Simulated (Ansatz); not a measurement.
# Pd on the Si site + 1 H (silicon host)

All values below come from PBE, PAW (plane waves to 420 eV; Ansatz, a quantum-chemistry and plane-wave program). A 2×2×2 supercell of 64 sites was used; the energies come from a 2×2×2 shifted sampling of its zone. Sites at the start: the Si site; H antibonding at the dopant. Charged cells carry a point-charge image correction with potential alignment at far atoms. Dielectric constants: PBE linear response of the host. Host gap at this level: 0.61 eV. Finite-size and sampling errors can reach tenths of an eV here. Levels are measured in PBE's own, too narrow, gap. Spin–orbit coupling is left out. Each state is the lowest found from its start.

Formation energies E_f are given with the Fermi level at the valence-band maximum. Chemical conditions: host crystal and elements as references (Δμ(Si) = 0.00 eV, Δμ(Pd) = 0.00 eV, Δμ(H) = 0.00 eV; Pd taken from its element, since no compound that bounds it was computed at this level; H taken from its element, since no compound that bounds it was computed at this level; only phases computed here count, gases as isolated molecules at 0 K). Reference phases: H: H2 molecule in a box, Pd: fcc Pd, Si: silicon.

| charge | moment (μB) | largest move off a lattice site (Å) | image correction with alignment (eV) | E_f, host crystal and elements as references (eV) | above the lowest spin state (eV) |
|---|---|---|---|---|---|
| +1† | not spin-polarised | 0.23 | 0.21 | – | 0.00 |
| 0† | quenched | 0.23 | 0.00 | 1.00 | 0.00 |
| −1† | not spin-polarised | 0.16 | 0.01 | – | 0.00 |
| −1† | 0.0 | 0.15 | 0.01 | – | 0.00 |

† Not settled in this cell, so no level is given: charge +1: level within 0.1 eV of a band edge or past it; charge 0: a level filled in part, carriers not clearly localised; charge −1: carriers not clearly localised, level within 0.1 eV of a band edge or past it.

Starting moments that weren't kept: charge 0 began with 1 μB and ended with 0.0; charge −1 began with 2 μB and ended with 0.0.

No other site or start that was run ended lower by more than 0.1 eV.

Flagged in the runs: a strain field that reaches the edge of the cell.
